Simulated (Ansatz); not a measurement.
Input:

```
TiAl
1.0
    2.81292     0.00000     0.00000
    0.00000     2.81292    -0.10239
    0.00000    -0.14773     4.05841
Al Ti
1 1
Direct
  0.50000   0.50000   0.50000
  0.00000   0.00000   0.00000
```

No spin polarisation.

Level of theory: r2SCAN (Ansatz, a first-principles code; PAW; 500 eV plane waves; spin-orbit coupling left out). Settings: 16×16×12 k-points, 0.05 eV Fermi–Dirac smearing.

Q: Predict the pressure, band gap and space group.

A: 
- Pressure (mean of the normal stresses, compression positive): 0.8 GPa
- Band gap: zero
- Space group: P2/m (No. 10)

The cells carry an imposed strain or load. No phonon test of stability was made. All final runs are without spin polarisation. The cell was made from TiAl (space group P4/mmm, No. 123) by this change: tensor shear ε_yz = −3.64 %.
